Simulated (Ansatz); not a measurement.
Os3Sn (model structure, started from the A15 type, Pm-3n, No. 223, 8 atoms in the cell), treated with r²SCAN (Ansatz, an electronic-structure program, PAW).

Settings: plane-wave cutoff 560 eV, 12×12×12 k mesh, Fermi–Dirac smearing 0.05 eV, no spin polarisation, scalar-relativistic PAW data made under PBE.

Cell (relaxed at this level):

```
Os3Sn
1.0
    5.02302     0.00000     0.00000
    0.00000     5.02302     0.00000
    0.00000     0.00000     5.02302
Os Sn
6 2
Direct
  0.25000   0.00000   0.50000
  0.75000   0.00000   0.50000
  0.00000   0.50000   0.25000
  0.00000   0.50000   0.75000
  0.50000   0.25000   0.00000
  0.50000   0.75000   0.00000
  0.00000   0.00000   0.00000
  0.50000   0.50000   0.50000
```

Q: Give the computed bulk modulus B0.

A: 
- bulk modulus B0 = 281 GPa

Note: the run has no spin polarisation, so it can have missed a magnetic state; the bulk modulus is −V dP/dV from two relaxed cells at ±2 % in volume; the relaxation could raise the start's symmetry but not lower it, so the cell can be a saddle point.

Spin–orbit coupling is not included.

Computed values are for the static lattice.

It cost around 6 core-minutes (rough) of CPU time.

A model structure was made by putting elements into a prototype or built by hand; it is no filed structure, need not be a known phase, and can be a saddle point held by its symmetry.
